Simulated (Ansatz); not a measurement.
The starting structures come from a database of crystals and need not be the phases stable at ambient conditions.

 Where the default PAW files enter, the runs use the earlier of Ansatz's two default sets.

**Evanescent states of KZnF3 (Pm-3m, cubic perovskite, not sure to be the ambient phase, 5 atoms a cell, 13.3 Å³ an atom) along the normal of (001)**

Method: r2SCAN (plane waves, PAW; Ansatz, a program for electronic structure).

No gap correction and no spin-orbit coupling; mid-gap values are interpolated between computed energies.

Energies count from the valence-band top; κ is the least over a 8×8 mesh across the current.

| E (eV) | κ (1/Å) | where |
|---|---|---|
| 0.11 | 0.127 | off Γ |
| 0.33 | 0.217 | off Γ |
| 0.55 | 0.277 | off Γ |
| 0.77 | 0.325 | off Γ |
| 0.99 | 0.365 | off Γ |
| 1.21 | (withheld) | off Γ |
| 1.43 | (withheld) | off Γ |
| 1.65 | (withheld) | off Γ |
| 1.87 | (withheld) | off Γ |
| 2.09 | (withheld) | Γ |
| 2.31 | (withheld) | Γ |
| 2.53 | (withheld) | Γ |
| 2.75 | (withheld) | Γ |
| 2.97 | (withheld) | Γ |
| 3.19 | (withheld) | Γ |
| 3.41 | (withheld) | Γ |
| 3.63 | 0.331 | Γ |
| 3.85 | 0.295 | Γ |
| 4.07 | 0.253 | Γ |
| 4.29 | 0.199 | Γ |
| 4.51 | 0.119 | Γ |

Question: Fill in the missing entries.

Answer: 
- 1.21, κ (1/Å): 0.399
- 1.43, κ (1/Å): 0.430
- 1.65, κ (1/Å): 0.458
- 1.87, κ (1/Å): 0.483
- 2.09, κ (1/Å): 0.487
- 2.31, κ (1/Å): 0.471
- 2.53, κ (1/Å): 0.453
- 2.75, κ (1/Å): 0.434
- 2.97, κ (1/Å): 0.412
- 3.19, κ (1/Å): 0.388
- 3.41, κ (1/Å): 0.361
